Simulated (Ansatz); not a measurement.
# Effect of biaxial strain +1.20 %, plane normal [001], relaxed out of plane on WS2

The reference is WS2 (space group P6_3/mmc, No. 194; a = 3.115 Å, c = 11.772 Å; layered, stacked along the Cartesian z axis). Axes: x lies along a and z along c of the hexagonal cell.

Modification: tensile biaxial strain of 1.20 % in the plane normal to [001], as in epitaxy on a mismatched substrate; the out-of-plane cell vector and the atoms relax.

Method: PBEsol-D3(BJ)/PAW in Ansatz (a program for electronic structure), without spin-orbit coupling. Γ-centred 12×12×3 mesh, Fermi–Dirac width 0.05 eV.

```json
[
 {"quantity": "volume per atom", "base": "16.48 Å³", "changed": "16.82 Å³", "shift": "+0.334 Å³"},
 {"quantity": "space group", "base": "P6_3/mmc (No. 194)", "changed": "P6_3/mmc (No. 194)", "shift": "–"},
 {"quantity": "shortest interatomic distance", "base": "2.389 Å", "changed": "2.396 Å", "shift": "+0.007 Å"},
 {"quantity": "pressure (mean of the normal stresses, compression positive)", "base": "0.00 GPa", "changed": "-2.51 GPa", "shift": "-2.51 GPa"},
 {"quantity": "band gap", "base": "0.65 eV", "changed": "0.65 eV", "shift": "-0.007 eV"},
 {"quantity": "smallest direct gap", "base": "1.92 eV", "changed": "1.75 eV", "shift": "-0.17 eV"},
 {"quantity": "width of the top valence band", "base": "2.05 eV", "changed": "2.06 eV", "shift": "+0.01 eV"},
 {"quantity": "hole mass", "base": "0.96 mₑ along c, 0.46 mₑ across (at Γ)", "changed": "1.1 mₑ out of plane, 0.41 mₑ in plane (at Γ)", "shift": "–"},
 {"quantity": "valence-band top at Γ (three highest levels, from the VBM)", "base": "0.00, -1.26, -1.60 eV", "changed": "0.00, -1.22, -1.48 eV", "shift": "–"},
 {"quantity": "out-of-plane strain", "base": "–", "changed": "-0.38 %", "shift": "–"},
 {"quantity": "ratio −ε⊥/ε∥", "base": "–", "changed": "0.32", "shift": "–"},
 {"quantity": "mean in-plane stress (compression positive)", "base": "–", "changed": "-3.8 GPa", "shift": "–"}
]
```

Spin-orbit coupling, missing from the scalar runs, can matter with W. Masses are band curvatures over ±0.01 Å⁻¹ around the edge. Stability against distortions was not tested.
